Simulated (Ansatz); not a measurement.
A computed series for TiO2: response to strain

Base system: TiO₂ in the anatase structure (space group I4_1/amd, No. 141; a = 3.770 Å, c = 9.552 Å). Axes: x, y, z lie along a, b, c of the conventional cell.

Strains are applied to the cell and any free atomic positions relax.

Calculations: PBEsol (Ansatz, a first-principles code, PAW, no spin-orbit coupling).

Notes on the quantities. pressure: mean of the normal stresses, compression positive.

```tsv
case	pressure	band gap	shortest interatomic distance
base	0.00 GPa	2.11 eV	3.643 bohr
uniaxial strain ε_zz = −3.00 %	5.10 GPa	2.01 eV	3.625 bohr
uniaxial strain ε_zz = −2.40 %	4.05 GPa	2.03 eV	3.629 bohr
uniaxial strain ε_zz = −1.80 %	3.02 GPa	2.05 eV	3.632 bohr
uniaxial strain ε_zz = −1.20 %	2.02 GPa	2.07 eV	3.636 bohr
uniaxial strain ε_zz = −0.60 %	1.00 GPa	2.09 eV	3.640 bohr
```

Stability against distortions was not tested. All final runs are without spin polarisation.
